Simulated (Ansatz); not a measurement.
The starting structures come from a database of crystals and need not be the phases stable at ambient conditions.

Evanescent states of Li$_{3}$LaSb$_{2}$ (P-3m1, not sure to be the ambient phase, 6 atoms a cell, 23.2 Å³ an atom) along the normal of (001)

The numbers are results of r2SCAN (plane waves, PAW; Ansatz, an electronic-structure program), not measurements.

The gap is the functional's own, uncorrected, and κ follows it; spin-orbit coupling is left out. Mid-gap values are interpolated between the computed energies.

Energies count from the valence-band top; κ is the least over a 12×12 mesh across the current.

| E (eV) | κ (1/Å) | where |
|---|---|---|
| 0.03 | 0.030 | Γ |
| 0.07 | 0.051 | Γ |
| 0.12 | 0.065 | Γ |
| 0.17 | 0.076 | Γ |
| 0.23 | 0.085 | Γ |
| 0.28 | 0.093 | Γ |
| 0.33 | 0.090 | off Γ |
| 0.38 | 0.072 | off Γ |
| 0.42 | 0.039 | off Γ |

### Question
How thick must the barrier be to attenuate the transmission by 10^6 when the electrodes' Fermi level lies at 0.38 eV, and what attenuation does that film give at 0.17 eV?

### Answer
d = 6 ln 10 / (2 × 0.072) = 95.9 Å. At 0.17 eV it gives 6 × 0.076/0.072 = 6.3 decades.
